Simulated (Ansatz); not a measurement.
Li2O (antifluorite type), cell Li64O32, begun in the crystal structure [in the run: it stayed crystalline; mean temperature 290 K (target 300 K)]; MD at a mean temperature of 290 K and a mean pressure of -0.3 GPa, 1.4 ps sampled (in preparation the cell's shape was held), k-points: Γ only, no spin polarisation or spin-orbit coupling.

Prepared at the same level. Nuclei are classical, so zero-point motion is missing. On the run's last frame a denser k-mesh moved the forces by 0.002 eV/Å rms, the static pressure by -0.04 GPa and the free energy by -2 meV/atom, which is about how far such values are converged. Warnings of the run: stress scf threshold loose, symmetry auto disabled.

**Question.** Predict the coordination of O (bonds up to Li-O 2.90 Å); Li-Li-O angle; Li-Li-Li angle; density; first peak of g(Li-O) from r2SCAN (Ansatz, an electronic-structure program).

**Answer.** 
- coordination of O (bonds up to Li-O 2.90 Å) = 8.00 (8-fold 100 %)
- Li-Li-O angle = mean 90°, spread 35°, most frequent near 56°
- Li-Li-Li angle = mean 107°, spread 34°, most frequent near 88°
- density = 2.02 g/cm³
- first peak of g(Li-O) = 1.98 Å, height 8.3
